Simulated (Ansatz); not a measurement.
An Ansatz (an electronic-structure program) input (PBE-D3(BJ) in Ansatz (plane waves to 420 eV, PAW, without spin-orbit coupling), earlier PAW set):

Ansatz 0.2 input:
```yaml
crystal:
  lattice:
    - [3.3701535449, 0, 0]
    - [1.6850767725, 2.9186385846, 0]
    - [0, 0, 5.7519546833]
  atoms:
    - { symbol: Ta, position: [0, 0, 0] }
    - { symbol: S, position: [0.3333333333, 0.3333333333, 0.2666978248] }
    - { symbol: S, position: [0.6666666667, 0.6666666667, 0.7333021752] }
basis: { ecutwfc: 420, ecutrho_ratio: 4, xc_grid: 2, fft_grid_basis: typed }
kpoints: { mp_grid: { grid: [20, 20, 10] } }
hamiltonian:
  xc: pbe
  dispersion: d3bj
  pseudopotentials: { azcp: { folder: ./paw }, kind: paw }
scf: { occupations: { method: fermi_dirac, width: 0.1 } }
relax: { f_tol: 0.005, max_steps: 50, cell: { stress_tol: 0.01, fix: [a, b, gamma] } }
output: { forces: true, stress: true }
checkpoint: { write: state.ck, write_every: 1000 }
```

Which symmetry and how many k-points will the program report, and about how many plane waves at Γ?

Space group P-3m1 (ITA 164) with 12 operations, k-points 396 of 4000, and 1123 plane waves at Γ.

And the final pressure?

-1.52 GPa (compression positive).

The cells carry an imposed strain or load. Whether these cells are dynamically stable was not tested. The final runs are not spin-polarised. The cell was made from TaS2 in the CdI2 type structure (space group P-3m1, No. 164; layered, stacked along the Cartesian z axis) by this change: biaxial strain +1.15 %, plane normal [001], relaxed out of plane.
